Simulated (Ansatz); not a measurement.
Base system: MgSe in the rock salt structure (space group Fm-3m, No. 225; a = 5.450 Å).

Computed with PBEsol/PAW in Ansatz (a quantum-chemistry and plane-wave program), no spin-orbit coupling.

Base values:

| Property | Result |
|---|---|
| Gap character | indirect, Γ → X |

Modification: 0.0283 holes added to each cell, a density of 7.0×10^20 cm⁻³, with a uniform compensating background at fixed cell and a 300 K Fermi–Dirac width.

### Question
What happens to the gap character?

### Answer
The gap character is still indirect, Γ → X.

### Question
What happens to the Fermi level from band edge?

### Answer
The Fermi level relative to the doped band's edge (positive inside the band; to 0.05 eV) comes out as +0.05 eV.

Charged cell with a jellium background: band edges are those of the host's band count, energies are not comparable with the neutral cell, and many-body gap narrowing is missing. No phonon test of stability was made.
